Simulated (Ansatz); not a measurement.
## Response to strain in AlN

Start from AlN in the wurtzite structure (space group P6_3mc, No. 186; a = 3.130 Å, c = 5.018 Å). Axes: x lies along a and z along c of the hexagonal cell.

Strains are applied to the cell and any free atomic positions relax; under biaxial strain the out-of-plane vector relaxes too.

Method: DFT with PBE, PAW potentials and a 420 eV plane-wave cutoff in Ansatz (a first-principles code), no spin-orbit coupling.

```tsv
biaxial strain, plane normal [001], relaxed out of plane (%)	out-of-plane strain (%)
-3	1.57
-2.4	1.26
-1.8	0.96
-1.2	?
-0.6	0.33
0	0.00
```

### Question
Fit ε⊥ = −νε + γε² (strains in %) to the rows shown and predict the withheld row.

### Answer
Least squares on the printed values gives ν = 0.55 (the biaxial Poisson response) and γ = -0.009 (largest residual 0.01 %); this predicts 0.65 %, and the run gives 0.65 %, in agreement.

Whether these cells are dynamically stable was not tested.
